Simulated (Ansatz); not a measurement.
## PBE against r2SCAN: CuAu

Start from CuAu (space group P4/mmm, No. 123; a = 2.882 Å, c = 3.615 Å).

(Cell as relaxed with PBE.)

Levels (all Ansatz, a program for electronic structure, PAW): PBE (420 eV, no spin-orbit coupling); r2SCAN (500 eV, without spin-orbit coupling).

Each level relaxes its own structure.

| quantity | PBE | r2SCAN |
|---|---|---|
| volume per atom | 15.01 Å³ | [?] |
| lattice parameter a | 2.882 Å | [?] |
| lattice parameter c | 3.615 Å | [?] |
| band gap | zero | [?] |

Task: Given the PBE results, estimate those of r2SCAN.

Result: 
- volume per atom, r2SCAN: 14.53 Å³
- lattice parameter a, r2SCAN: 2.861 Å
- lattice parameter c, r2SCAN: 3.552 Å
- band gap, r2SCAN: zero

PBE's volume per atom lies 0.475 Å³ above r2SCAN's (3.3 %); PBE's lattice parameter a lies 0.021 Å above r2SCAN's (0.7 %); PBE's lattice parameter c lies 0.063 Å above r2SCAN's (1.8 %); the two agree on the band gap. Neither level is exact; r2SCAN is the comparison here, not a measurement.

Whether these cells are dynamically stable was not tested. All final runs are without spin polarisation.
